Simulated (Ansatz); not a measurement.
## Band edges of rocksalt MgO (Fm-3m) under biaxial stress in the (001) plane

Cell and atoms are relaxed with PBEsol to each stress (compression positive); bands and masses by r2SCAN, rigid bands (plane waves, PAW, scalar-relativistic; Ansatz, a first-principles code). Strains are changes of length against the unloaded cell.

MgO has the cubic space group Fm-3m (No. 225), the rock salt structure, Pearson symbol cF8. Lattice parameters: a = b = c = 4.214 Å, α = β = γ = 90.00°. Mg on 4a is surrounded by 6 O at 2.107 Å (octahedral). O on 4b is surrounded by 6 Mg at 2.107 Å (octahedral). (Neighbours: up to the widest gap in distance over summed covalent radii, below 1.35, at either atom; cation-cation and far metal-metal contacts left out.)
(The calculation used a cell of 2 atoms; values per cell refer to that cell.)

```json
[
 {"stress (GPa)": "-9.00", "strain [001] (%)": "-1.92", "strain [100] (%)": "3.42", "gap (eV)": "5.089", "mₑ* [001]": "0.39", "mₑ* [100]": "0.34", "mₕ* [001]": "2.1", "mₕ* [100]": "2.0"},
 {"stress (GPa)": "-6.00", "strain [001] (%)": "-1.22", "strain [100] (%)": "2.09", "gap (eV)": "5.292", "mₑ* [001]": "0.38", "mₑ* [100]": "0.35", "mₕ* [001]": "2.1", "mₕ* [100]": "2.1"},
 {"stress (GPa)": "-3.00", "strain [001] (%)": "-0.58", "strain [100] (%)": "0.98", "gap (eV)": "5.466", "mₑ* [001]": "0.38", "mₑ* [100]": "0.36", "mₕ* [001]": "2.1", "mₕ* [100]": "2.3"},
 {"stress (GPa)": "0", "strain [001] (%)": "0", "strain [100] (%)": "0", "gap (eV)": "5.614", "mₑ* [001]": "0.37", "mₑ* [100]": "0.37", "mₕ* [001]": "2.3", "mₕ* [100]": "2.3"},
 {"stress (GPa)": "3.00", "strain [001] (%)": "0.54", "strain [100] (%)": "-0.87", "gap (eV)": "5.716", "mₑ* [001]": "0.37", "mₑ* [100]": "0.38", "mₕ* [001]": "2.2", "mₕ* [100]": "2.2"},
 {"stress (GPa)": "6.00", "strain [001] (%)": "1.06", "strain [100] (%)": "-1.65", "gap (eV)": "5.806", "mₑ* [001]": "0.36", "mₑ* [100]": "0.39", "mₕ* [001]": "1.89", "mₕ* [100]": "2.2"},
 {"stress (GPa)": "9.00", "strain [001] (%)": "1.54", "strain [100] (%)": "-2.36", "gap (eV)": "5.888", "mₑ* [001]": "0.36", "mₑ* [100]": "0.39", "mₕ* [001]": "1.55", "mₕ* [100]": "2.3"}
]
```

[001] is the normal of the loaded plane; [010] strains as [100]. Masses are conductivity masses at 300 K in electron masses.

Question: From the two loads next to zero, find the biaxial modulus and the ratio of out-of-plane to in-plane strain.

Answer: Between -3.00 and 3.00 GPa the strain along [100] changes by -1.85 % and that along [001] by 1.12 %. The modulus is 6.00/0.0185 = 320 GPa and the ratio of the strains 0.61 (PBEsol, atoms relaxed). For a cubic (001) plane the ratio is 2C₁₂/C₁₁ and the modulus C₁₁ + C₁₂ − 2C₁₂²/C₁₁, which gives C₁₁ ≈ 290 GPa and C₁₂ ≈ 88 GPa.

Question: Is the response still linear at the largest tension?

Answer: The modulus predicts 2.77 % at -9.00 GPa; the table has 3.42 %, so the crystal is softer there.

Question: How fast does the gap move on either side of zero load?

Answer: Under tension, (5.466 − 5.614) eV over -3.00 GPa = 49 meV/GPa, or about -15 eV per unit strain; under compression, (5.716 − 5.614) eV over 3.00 GPa = 34 meV/GPa, or about -12 eV per unit strain. The two slopes part by 15 meV/GPa; gaps are resolved to about 0.01 eV, which allows 7 meV/GPa, so they differ.

Masses are those of dilute carriers in rigid bands with one relaxation time, without polarons. Third decimals of gaps are kept for the arithmetic. Spin-orbit coupling is left out. Every relaxation keeps the rocksalt phase (space group I4/mmm under this load), so a transition, a distortion that breaks the symmetry or fracture can't show.
